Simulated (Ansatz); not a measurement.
Amorphous Ga24O37Be

It comes from a melt-quench run on a machine-learned potential (CHGNet), relaxed afterwards by DFT. O atoms were pushed apart under 1.9 Å during the dynamics, to hinder bonds among them. The hot cell started wider than the set density and was brought back towards it in steps. It is the lowest in DFT energy of 2 quenches. It is a model cell: composition and starting density were chosen by hand, and all elements were melted together. No dispersion term was used.

Methods: PBE, scalar-relativistic without spin-orbit coupling (Ansatz, a quantum-chemistry and plane-wave program); r2SCAN, scalar-relativistic without spin-orbit coupling (Ansatz); HSE06, scalar-relativistic without spin-orbit coupling (Ansatz). Geometry, pressure, stress and energy are those of the PBE run. Its sampling: a 2×2×2 Γ-centred mesh; Fermi-Dirac width 0.02 eV; no spin polarisation. Other functionals are single points at the zone centre (r2SCAN at 500 eV; exact exchange cut at the cell's faces), free to take moments where seeds were set. At PBE the levels at the filled edge of the gap are localised (band-tail or defect states).

The number of atoms in the cell comes out as 62, the density (held, not predicted) is 4.94 g/cm³ and the volume per atom is 83.1 bohr³. The pressure on a 2×2×2 Γ-centred mesh comes out as -5.3 kbar and the largest force and stress component on that mesh (the relaxation ran on the zone centre alone) comes out as 0.06 eV/Å and 0.6 GPa. The level gap on a 2×2×2 Γ-centred mesh (PBE) is 1.81 eV and the level gap at the zone centre (PBE) is 1.82 eV. The level gap at the zone centre (r2SCAN) is 2.36 eV and the level gap at the zone centre (HSE06) is 3.52 eV.

Bonds are counted up to Ga-Ga 2.68 Å, Ga-O 2.40 Å, Ga-Be 2.40 Å, O-O 1.58 Å, O-Be 1.94 Å, Be-Be 2.11 Å. Two cations that share two anions don't count as bonded, nor two that share one unless they lie closer than Ga-Ga 2.61 Å, Ga-Be 2.33 Å, Be-Be 2.05 Å.

```json
{
 "Mean coordination of Ga by anions": "4.50 (12 with 4, 12 with 5)",
 "Mean coordination of O": "3.00 (1 with 2, 35 with 3, 1 with 4)",
 "Mean coordination of Be by anions": "3.00 (1 with 3)",
 "Mean Ga-O bond": "1.934 Å (spread 0.089 Å, 108 counted)",
 "Mean O-Be bond": "1.565 Å (spread 0.019 Å, 3 counted)"
}
```

Its density started from a set value of 4.95 g/cm³. The simulated quench (nominally 280 K/ps over its main leg) is rapid and tends to freeze in more defects than a deposited or slowly cooled glass has. Values belong to this one cell and scatter from quench to quench. The volume was held where the preparation left it and the shape relaxed, at a PBE pressure of -0.5 GPa (tension). Stress components on the final sampling reach 0.6 GPa.
